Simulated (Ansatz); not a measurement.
How far PBE-D3(BJ) and r2SCAN+rVV10 part for hypothetical P6_3/mmc HgI2, electrons 5.0×10^21 cm⁻³

Take HgI$_{2}$ (space group P6_3/mmc, No. 194; a = 4.166 Å, c = 14.183 Å; a hypothetical phase, not in the database extracts checked) as the base.

(Cell as relaxed with PBE-D3(BJ).)

Levels (all Ansatz, an electronic-structure program, PAW, earlier PAW set): PBE-D3(BJ) (420 eV, spin-orbit coupling left out); r2SCAN+rVV10 (500 eV, no SOC).

Each level relaxes its own structure.

```tsv
base	PBE-D3(BJ)	r2SCAN+rVV10
volume per atom	35.53 Å³	35.86 Å³
lattice parameter a	4.166 Å	4.155 Å
band gap	0.34 eV	0.66 eV
```

Modification: electrons 5.0×10^21 cm⁻³, on a uniform background at fixed cell.

```csv
quantity,PBE-D3(BJ),r2SCAN+rVV10
gap between the host's bands,zero,0.29 eV
largest internal atomic displacement,0.121 Å,0.118 Å
```

They disagree on the gap between the host's bands. Neither level is exact; r2SCAN+rVV10 is the comparison here, not a measurement.

Carriers are added with a uniform compensating background; total energy and stress of such cells depend on the potential's zero and are not compared; many-body gap narrowing is missing at this level. With Hg and I present, leaving out spin-orbit coupling can change the band edges. Whether these cells are dynamically stable was not tested. All final runs are without spin polarisation.
